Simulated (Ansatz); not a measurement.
Density of states of InP (F-43m) above the conduction band minimum, Ansatz (a program for electronic structure) with PBEsol, rigid bands; cell volume 50.8 Å³.

(energy from edge (eV), 10⁻³ states/eV/cell): (0.006, 0.26); (0.031, 0.67); (0.056, 0.99); (0.081, 1.31); (0.106, 1.68); (0.131, 2.02); (0.156, 2.41); (0.181, 2.78); (0.206, 3.25); (0.231, 3.70); (0.256, 4.26); (0.281, 4.79); (0.319, 5.62); (0.344, 6.25); (0.369, 6.85); (0.394, 7.63); (0.419, 8.40); (0.444, 9.21); (0.469, 10.1); (0.494, 10.9); (0.519, 11.8); (0.544, 12.8); (0.569, 13.7); (0.594, 14.9)

Q: What effective density of states at 300 K does this give (∫ g(E) exp(−E/k_BT) dE, both spins, divided by the cell's size)?

A: 2.9e17 cm⁻³, a density-of-states mass of 0.051 mₑ, valleys and band degeneracy included.

Spin-orbit coupling is left out. Geometry: cell and atoms relaxed with PBEsol.
